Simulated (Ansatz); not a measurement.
Start from BaHfO3 in the cubic perovskite structure (space group Pm-3m, No. 221; a = 4.177 Å).

Method: plane-wave PAW DFT at the r2SCAN level (Ansatz, an electronic-structure program, 500 eV), scalar-relativistic without spin-orbit coupling.

Base values:

The magnetic state is not spin-polarised and the lattice parameter a comes out as 4.177 Å.

Now apply this change: Cs takes the place of Ba on all its sites, then cell and atoms are relaxed.

Q: What does the calculation give for the magnetic state and lattice parameter a after the change?

A: The magnetic state becomes ferromagnetic (base: not spin-polarised); the lattice parameter a rises by 0.077 Å (4.177 Å → 4.254 Å).

Other magnetic orders, which the real material may have, were not ruled out. Stability against distortions was not tested. As relaxed here, CsHfO3 is a hypothetical phase, not in the database extracts checked.
